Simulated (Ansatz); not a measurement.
Consider Al2O3 in the corundum structure (space group R-3c, No. 167; a = 4.7292 Å, c = 12.8916 Å (hexagonal axes)). Axes: x lies along a and z along c of the hexagonal cell.

Computed with LDA (Ansatz, a program for electronic structure, PAW, spin-orbit coupling left out).

Before the change:

Shortest interatomic distance: 1.844 Å
Pressure: -0.01 GPa
Valence-band top at Γ: 0.00, -0.04, -0.04 eV
Electron mass: 0.43 mₑ along c, 0.39 mₑ across (at Γ)

It is then changed as follows: the cell is compressed by 1.50 % along z with no lateral relaxation, atoms relaxed at fixed cell.

Task: What happens to the energy relative to the base?

Result: The energy grows by 2.9 meV/atom.

Task: What does the calculation give for the shortest interatomic distance after the change?

Result: The shortest interatomic distance decreases by 0.008 Å to 1.836 Å.

Task: Predict the new pressure.

Result: The pressure (mean of the normal stresses, compression positive) goes up by 3.87 GPa to 3.86 GPa.

Task: Estimate the effect on the valence-band top at Γ.

Result: The valence-band top at Γ (three highest levels, from the VBM) goes from 0.00, -0.04, -0.04 eV to 0.00, -0.19, -0.19 eV.

Task: Predict the new electron mass.

Result: The electron mass becomes 0.45 mₑ along z, 0.39 mₑ across (at Γ) (base: 0.43 mₑ along c, 0.39 mₑ across (at Γ)).

The levels and masses belong to the bands next to the band gap. The cells carry an imposed strain or load. Masses are band curvatures over ±0.01 Å⁻¹ around the edge. No phonon test of stability was made.
